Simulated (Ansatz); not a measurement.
Structures of equal composition on the (100) surface of fcc Cu: a layer of Ga in place of the second plane; a layer of Ga in place of the third plane. The slabs share one bottom face, and each structure is named by its start. These are constructed structures in small cells; real faces may alloy, dewet or reconstruct in larger ones, and not all known structures of the face are among them. Slabs of about 9 Å with all that they carry, Fermi-Dirac smearing of 0.1 eV. Bottom of the slabs: a bare face, its two planes held. Relaxed from the named starts with such symmetry as they have, on meshes of like density; energies extrapolated to zero smearing; no spin-orbit coupling, no U. Spin-polarised runs, if any, are marked in brackets, and their order is one that fits the cell; the others ran without spin.

Level of theory: PBE (plane waves to 420 eV, PAW; Ansatz, a program for electronic structure).

Put the candidates in order of energy per 1x1 cell, lowest first, for PBE.

a layer of Ga in place of the second plane (0.000 eV), a layer of Ga in place of the third plane (0.030 eV)
